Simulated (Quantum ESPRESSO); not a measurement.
Checking a run of Quantum ESPRESSO on ZrP2 (P1, 12 atoms in the cell). The aim is a self-consistent single point with DFT, LDA (PW92), plane waves, PseudoDojo standard norm-conserving (LDA) pseudopotentials.

Cell that was meant: a = 6.5259 Å, b = 3.5256 Å, c = 8.7883 Å, α = 90.00°, β = 90.00°, γ = 90.00°.

Part of the input:

```fortran
  mixing_beta = 0.7,
/
ATOMIC_SPECIES
Zr    91.2240  P.upf
P     30.9738  Zr.upf
ATOMIC_POSITIONS {crystal}
Zr  0.2820320000    0.2441880000    0.8437530000
Zr  0.7199630000    0.7445900000    0.1612770000
Zr  0.2167170000    0.7617120000    0.3316620000
Zr  0.7916060000    0.2627930000    0.6685140000
P   0.9138650000    0.2671840000    0.3573320000
P   0.1008320000    0.7466110000    0.6404220000
P   0.5951070000    0.7514010000    0.8584680000
P   0.3947010000    0.2723580000    0.1455220000
P   0.6021520000    0.7311020000    0.4606890000
P   0.3839270000    0.2283010000    0.5372410000
P   0.8881520000    0.2551530000    0.9629270000
P   0.1109460000    0.7346070000    0.0321950000
K_POINTS {automatic}
3 5 2  1 1 1
CELL_PARAMETERS {bohr}
```

Output, abridged:

```
     G-vector sticks info
     --------------------
     sticks:   dense  smooth     PW     G-vecs:    dense   smooth      PW
   [... lines left out ...]
                       cart. coord. in units 2pi/alat
        k(    1) = (   0.1666667   0.1850996   0.1856424), wk =   0.1333333
        k(    2) = (   0.1666667   0.5552989   0.1856424), wk =   0.1333333
        k(    3) = (   0.1666667  -0.9254982   0.1856424), wk =   0.1333333
   [... 12 lines left out ...]

     Dense  grid:   108019 G-vectors     FFT dimensions: (  72,  36,  90)

     Initial potential from superposition of free atoms

     starting charge     115.9836, renormalised to     116.0000
     Self-consistent Calculation

     iteration #  1     ecut=    70.00 Ry     beta= 0.70

     total energy              =    -865.94741847 Ry
     estimated scf accuracy    <       1.79181871 Ry

     iteration #  2     ecut=    70.00 Ry     beta= 0.70

     total energy              =    -864.97856543 Ry
     estimated scf accuracy    <      19.51863264 Ry

     iteration #  3     ecut=    70.00 Ry     beta= 0.70

     total energy              =    -866.99473226 Ry
     estimated scf accuracy    <       1.63746695 Ry

   [... 18 blocks of this kind left out ...]

     iteration # 22     ecut=    70.00 Ry     beta= 0.70

     total energy              =    -867.18439654 Ry
     estimated scf accuracy    <          3.2E-10 Ry

     iteration # 23     ecut=    70.00 Ry     beta= 0.70
     End of self-consistent calculation

     the Fermi energy is    16.3709 ev

!    total energy              =    -867.18439654 Ry
     estimated scf accuracy    <          6.9E-11 Ry
     smearing contrib. (-TS)   =      -0.00011677 Ry
     internal energy E=F+TS    =    -867.18427977 Ry

     convergence has been achieved in  23 iterations

     Forces acting on atoms (cartesian axes, Ry/au):

     atom    1 type  1   force =    -0.00086897   -0.00026330   -0.01051869
     atom    2 type  1   force =     0.00010595    0.01667870   -0.00349131
     atom    3 type  1   force =     0.00658106   -0.00607690    0.02782966
     atom    4 type  1   force =    -0.02863472   -0.01532456   -0.04137592
   [... lines left out ...]

     Total force =     0.422826     Total SCF correction =     0.000036

          total   stress  (Ry/bohr**3)                   (kbar)     P=      118.34
   0.00124291   0.00002499  -0.00000894          182.84        3.68       -1.32
   0.00002499   0.00146011   0.00005211            3.68      214.79        7.67
  -0.00000894   0.00005211  -0.00028973           -1.32        7.67      -42.62

   JOB DONE.
```

Task: Is this run sound? If not, what is wrong?

Result: The run is not sound. The fault is potential files assigned to the wrong elements. Each file describes one element; swapped files give the atoms the wrong cores and charges. To fix it, match the files to the elements. The run converged in 23 iterations without an error; against the sound input the pressure goes from -6.36 to 11.83 GPa and the largest force goes from 1.442 to 4.775 eV/Å.

The sound input it was made from differs as follows (other fixes are possible):
```diff
-Zr    91.2240  P.upf
-P     30.9738  Zr.upf
+Zr    91.2240  Zr.upf
+P     30.9738  P.upf
-Zr  0.2820320000    0.2441880000    0.8437530000
-Zr  0.7199630000    0.7445900000    0.1612770000
-Zr  0.2167170000    0.7617120000    0.3316620000
-Zr  0.7916060000    0.2627930000    0.6685140000
-P   0.9138650000    0.2671840000    0.3573320000
-P   0.1008320000    0.7466110000    0.6404220000
-P   0.5951070000    0.7514010000    0.8584680000
-P   0.3947010000    0.2723580000    0.1455220000
-P   0.6021520000    0.7311020000    0.4606890000
-P   0.3839270000    0.2283010000    0.5372410000
-P   0.8881520000    0.2551530000    0.9629270000
-P   0.1109460000    0.7346070000    0.0321950000
+Zr    0.2820320000    0.2441880000    0.8437530000
+Zr    0.7199630000    0.7445900000    0.1612770000
+Zr    0.2167170000    0.7617120000    0.3316620000
+Zr    0.7916060000    0.2627930000    0.6685140000
+P     0.9138650000    0.2671840000    0.3573320000
+P     0.1008320000    0.7466110000    0.6404220000
+P     0.5951070000    0.7514010000    0.8584680000
+P     0.3947010000    0.2723580000    0.1455220000
+P     0.6021520000    0.7311020000    0.4606890000
+P     0.3839270000    0.2283010000    0.5372410000
+P     0.8881520000    0.2551530000    0.9629270000
+P     0.1109460000    0.7346070000    0.0321950000
```

With that input, the run converged in 20 iterations: free energy E − TS -7043.6248 eV; Fermi level (on the code's own zero) 12.63 eV; pressure -6.36 GPa; largest force (vector length) 1.442 eV/Å (DFT, LDA (PW92), plane waves, PseudoDojo standard norm-conserving (LDA) pseudopotentials).

On the sound input: the starting cell comes from a database of computed structures (which also holds hypothetical and non-ambient phases and stackings), without a prior relaxation at this level. Its atoms were displaced at random from the sites of space group no. 62. With a pressure of about -6 GPa the cell is away from its equilibrium volume at this level. Forces in this geometry exceed 1 eV/Å. Without a gap this mesh is coarse (it stands for a supercell whose shortest vector is 18 Å).
